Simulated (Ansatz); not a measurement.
## Rh: response to strain

Start from Rh in the fcc (Cu type) structure (space group Fm-3m, No. 225; a = 3.7816 Å; relaxed with 0.1 eV smearing). Axes: x, y, z lie along the cube axes.

Strains are applied to the cell and any free atomic positions relax; under biaxial strain the out-of-plane vector relaxes too.

Level of theory: DFT with PBEsol, PAW potentials and a 420 eV plane-wave cutoff in Ansatz (a first-principles code), no spin-orbit coupling.

```csv
"biaxial strain, plane normal [001], relaxed out of plane (%)",out-of-plane strain (%)
-3,2.77
-2.5,2.29
-2,1.82
-1.5,1.35
-1,0.90
-0.5,?
0,0.00
```

Question: Fit ε⊥ = −νε + γε² (strains in %) to the rows shown and predict the withheld row.

Answer: Least squares on the printed values gives ν = 0.88 (the biaxial Poisson response) and γ = 0.014 (largest residual 0.00 %); this predicts 0.44 %, and the run gives 0.45 %, in agreement.

No phonon test of stability was made. All final runs are without spin polarisation.
